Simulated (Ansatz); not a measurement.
Data:

End structure of germanium (100): free slab of 4 atomic planes, H on every dangling bond of both faces:

```yaml
crystal:
  lattice:
    - [8.14587, 0.00000, 0.00000]
    - [0.00000, 4.07294, 0.00000]
    - [0.00000, 0.00000, 23.50000]
  atoms:
    - { symbol: Ge, position: [0.33371, 0.00000, 0.42233] }
    - { symbol: Ge, position: [0.63945, 0.00000, 0.40965] }
    - { symbol: Ge, position: [0.26748, 0.50000, 0.47888] }
    - { symbol: Ge, position: [0.72850, 0.50000, 0.46058] }
    - { symbol: Ge, position: [0.52150, 0.50000, 0.53942] }
    - { symbol: Ge, position: [0.98252, 0.50000, 0.52112] }
    - { symbol: Ge, position: [0.61056, 0.00000, 0.59035] }
    - { symbol: Ge, position: [0.91629, 0.00000, 0.57767] }
    - { symbol: H, position: [0.24057, 0.00000, 0.36446] }
    - { symbol: H, position: [0.68756, 0.00000, 0.34569] }
    - { symbol: H, position: [0.56244, 0.00000, 0.65431] }
    - { symbol: H, position: [0.00943, 0.00000, 0.63554] }
```

Slab: 12 atoms, 7.3 Å thick at the start with caps and adatoms (thin: gaps and levels are the slab's own); k 2x4x1, smearing 0.025 eV, dipole-corrected; single point; on the structure that PBE left under its start's symmetry; no spin, no spin-orbit, no U.

**Question.** Predict the highest filled level below the top vacuum level from HSE06, at the PBE geometry in Ansatz (a program for electronic structure).

**Answer.** 5.13 eV

**Question.** Predict the gap of the slab on its k-mesh from HSE06, at the PBE geometry.

**Answer.** 1.44 eV
